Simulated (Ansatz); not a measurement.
# Response to strain in BP

The reference is BP in the zinc blende structure (space group F-43m, No. 216).

```
CELL_PARAMETERS angstrom
      0.00000     2.26828     2.26828
      2.26828     0.00000     2.26828
      2.26828     2.26828     0.00000
ATOMIC_POSITIONS crystal
  B  0.00000 0.00000 0.00000
  P  0.25000 0.25000 0.25000
```

Strains are applied to the cell and any free atomic positions relax.

Method: r2SCAN, PAW, 500 eV (Ansatz, an electronic-structure program; no spin-orbit coupling).

Notes on the quantities. energy relative to the base: free energy F.

```tsv
isotropic strain (%)	energy relative to the base (meV/atom)
-3	54.3
-2.5	?
-2	23.5
-1.5	13.0
-1	5.7
-0.5	1.4
0	0.0
```

Task: Fit ΔE = Aε² + Bε³ (ε in %) to the rows shown and predict the withheld row.

Result: Least squares on the printed values gives A = 5.54 and B = -0.16 meV/atom (largest residual 0.0 meV/atom); this predicts 37.2 meV/atom, and the run gives 37.2 meV/atom, in agreement.

No phonon test of stability was made.
